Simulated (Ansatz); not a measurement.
Base system: Ni in the simple cubic structure (space group Pm-3m, No. 221; a = 2.2909 Å; ferromagnetic; a hypothetical phase, not in the database extracts checked; relaxed with 0.1 eV smearing).

The values are results of PBEsol, PAW, 420 eV (Ansatz, a first-principles code; spin-orbit coupling left out), not measurements.

For the base:

```
Item        Value
--------  -------
Pressure  0.0 GPa
Band gap     zero
```

It is then changed as follows: every lattice vector is shortened by 5.46 %; the atoms relax in the strained cell.

**Question.** What happens to the energy relative to the base?

**Answer.** The energy rises by 0.204 eV/atom.

**Question.** What does the calculation give for the pressure after the change?

**Answer.** The pressure goes from zero to 41.2 GPa.

**Question.** Estimate the effect on the band gap.

**Answer.** The band gap stays zero.

Other magnetic orders, which the real material may have, were not ruled out. Whether these cells are dynamically stable was not tested.
